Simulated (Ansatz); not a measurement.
**Effect of strain tensor (xx, yy, zz, yz, xz, xy) = (+0.62, −0.09, −0.31, −1.18, −1.43, +0.01) % on SiC**

Start from SiC (space group P6_3mc, No. 186; a = 3.079 Å, c = 15.107 Å). Axes: x lies along a and z along c of the hexagonal cell.

One thing is altered: the symmetric strain tensor [0.0062 0.0001 -0.0142; 0.0001 -0.0009 -0.0118; -0.0142 -0.0118 -0.0031]; the atoms relax in the strained cell.

Level of theory: PBEsol/PAW in Ansatz (a program for electronic structure), no spin-orbit coupling. Γ-centred 10×10×2 mesh, Fermi–Dirac width 0.05 eV.

The volume per atom stays essentially unchanged (10.34 Å³ against 10.35 Å³) and the energy increases by 7.8 meV/atom. The pressure (mean of the normal stresses, compression positive) goes from zero to -4.4 kbar and the band gap shrinks by 0.22 eV to 1.70 eV (an upper bound: an edge found on the path is not a true extremum; both cells). The largest internal atomic displacement is 0.013 Å and the stress (xx, yy, zz, yz, xz, xy; compression positive) is (-2.79, -0.09, 1.56, 3.73, 4.59, -0.19) GPa.

Cost of the whole job for the changed cell (relaxation, final SCF and bands): around 3 core-minutes (rough).

Semilocal Kohn–Sham gaps tend to fall short of experiment. Stability against distortions was not tested.
